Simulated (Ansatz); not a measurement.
Base system: HfO2 in the fluorite structure (space group Fm-3m, No. 225).

```
CELL_PARAMETERS angstrom
      0.00000     2.50052     2.50052
      2.50052     0.00000     2.50052
      2.50052     2.50052     0.00000
ATOMIC_POSITIONS crystal
  Hf 0.00000 0.00000 0.00000
  O  0.25000 0.25000 0.25000
  O  0.75000 0.75000 0.75000
```

Calculations: LDA (Ansatz, a quantum-chemistry and plane-wave program), no spin-orbit coupling.

For the base:

- Band gap: 3.66 eV
- Gap character: direct at X

Now apply this change: an isotropic linear strain of −0.50 %, atoms relaxed at fixed cell.

Problem. What does the calculation give for the energy relative to the base after the change?

Solution. The energy increases by 2.0 meV/atom.

Problem. What happens to the band gap?

Solution. The band gap increases by 0.04 eV (3.66 eV → 3.70 eV).

Problem. Predict the new gap character.

Solution. The gap character is still direct at X.

With Hf present, leaving out spin-orbit coupling can change the band edges. Whether these cells are dynamically stable was not tested. This is not the structure that HfO2 has at room temperature and ambient pressure.
